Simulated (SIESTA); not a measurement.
A self-consistent single point of CoW2B2 (Immm, 5 atoms in the cell) with SIESTA.

Method: LDA PW92, numerical atomic orbitals DZP, PseudoDojo LDA standard norm-conserving potentials (rewritten from UPF to PSML) (SIESTA).

```xyz
5
Lattice="-1.5968 2.2939 3.5559 1.5968 -2.2939 3.5559 1.5968 2.2939 -3.5559" Properties=species:S:1:pos:R:3 pbc="T T T"
Co     0.0000     0.0000     0.0000
W      1.5968     0.0000     2.0980
W      0.0000     2.2939     1.4579
B      1.5968     1.3763     0.0000
B      0.0000     0.9175     3.5559
```
Moments meant for the start (each program seeds them in its own way; μB, in the order of the atoms Co W W B B): 3.0 0.0 0.0 0.0 0.0.

Reference input (self-consistent single point, DFT, LDA PW92, numerical atomic orbitals DZP, PseudoDojo LDA standard norm-conserving potentials (rewritten from UPF to PSML)): XC.functional = LDA; XC.authors = PW92; potentials = PseudoDojo LDA standard; PAO.BasisSize = DZP; PAO.EnergyShift = 0.01 Ry; MeshCutoff = 350 Ry; kgrid.MonkhorstPack = 7 7 7; OccupationFunction = MP; OccupationMPOrder = 1; ElectronicTemperature = 3156.43 K; Spin = polarized; DM.InitSpin = [1 +3.00, 2 +0.00, 3 +0.00, 4 +0.00, 5 +0.00]. This run's input differs from it in these lines:

```diff
@@ -32,5 +32,5 @@
 %block kgrid.MonkhorstPack
-    7   0   0  0.0
-    0   7   0  0.0
-    0   0   7  0.0
+    6   0   0  0.0
+    0   6   0  0.0
+    0   0   6  0.0
 %endblock kgrid.MonkhorstPack
@@ -38,3 +38,3 @@
 OccupationMPOrder            1
-ElectronicTemperature        3156.43 K
+ElectronicTemperature        3481.36 K
 Spin                         polarized
```

The program printed (abridged):

```
        iscf     Eharris(eV)        E_KS(eV)     FreeEng(eV)     dDmax    Ef(eV) dHmax(eV)
   scf:    1    -8359.331960    -8428.967936    -8428.976481  0.769610 -2.185172 25.023157
     spin moment: {S} , |S| = {        0.0        0.0    1.42001 }     1.42001
   scf:    2    -8447.838254    -8444.260503    -8444.254423  0.201203 -3.117718  9.177441
     spin moment: {S} , |S| = {        0.0        0.0    1.02586 }     1.02586
   scf:    3    -8450.613389    -8447.771980    -8447.765416  0.056070 -3.279508  6.277853
     spin moment: {S} , |S| = {        0.0        0.0    1.08518 }     1.08518
   [... lines left out ...]
     spin moment: {S} , |S| = {        0.0        0.0   -0.00049 }    -0.00049
   scf:   20    -8451.326467    -8451.326467    -8451.318809  0.000050 -4.114070  0.001500
     spin moment: {S} , |S| = {        0.0        0.0   -0.00068 }    -0.00068
   scf:   21    -8451.326466    -8451.326467    -8451.318810  0.000036 -4.114111  0.001087
     spin moment: {S} , |S| = {        0.0        0.0   -0.00078 }    -0.00078
   scf:   22    -8451.326467    -8451.326467    -8451.318810  0.000022 -4.114139  0.000831
     spin moment: {S} , |S| = {        0.0        0.0   -0.00082 }    -0.00082
SCF Convergence by DM+H criterion
max |DM_out - DM_in|         :     0.0000215419
max |H_out - H_in|      (eV) :     0.0008314468
SCF cycle converged after 22 iterations

Using DM_out to compute the final energy and forces

siesta: E_KS(eV) =            -8451.3265

siesta: E_KS - E_eggbox =     -8451.3265

siesta: Atomic forces (eV/Ang):
     1   -0.000000   -0.000000    0.000000
     2    0.001637   -0.005782    0.656162
     3   -0.001637    0.005782   -0.656162
     4    0.000439   -0.461675   -0.000163
     5   -0.000439    0.461675    0.000163
   Tot   -0.000000    0.000000   -0.000000
   Max    0.656162
   Res    0.292969    sqrt( Sum f_i^2 / 3N )
   Max    0.656162    constrained

Stress tensor Voigt[x,y,z,yz,xz,xy] (kbar):      189.53      171.94      161.87       -0.40       -0.01        0.09
   [... lines left out ...]
siesta: FreeEng =     -8451.318810
siesta: Cell volume =         52.097467 Ang**3
siesta:        -174.44668041       -176.75663914  kBar
   [... lines left out ...]
              0.033   0.036   0.034   0.035   0.038

mulliken: Qtot =       25.500

Mulliken Atomic Populations:
Atom #   charge [q] valence [e]      Sz [e]  Species
     1     0.625859   16.374141   -0.001034  Co
     2     0.620589   13.379411    0.000149  W
     3     0.620589   13.379411    0.000149  W
     4    -0.933518    3.933518   -0.000041  B
     5    -0.933518    3.933518   -0.000041  B
 Total    -0.000000               -0.000818
```

The run converged in 22 iterations. Against the reference run the free energy goes down by 3.0 meV/atom, the pressure goes from -17.31 to -17.44 GPa and the largest force goes from 0.692 to 0.656 eV/Å.

The starting cell comes from a database of published, mostly measured structures (it also holds non-ambient and calculated ones), without a prior relaxation at this level. Its lattice was rescaled by a random factor within 2.5 % of one. The starting moments vanished: the run ended non-magnetic, which need not be the lowest state. Values carry the incompleteness of an atom-centred basis. With a pressure of about -17 GPa the cell is away from its equilibrium volume at this level.

Cost on one core of a shared machine: roughly 3 min.
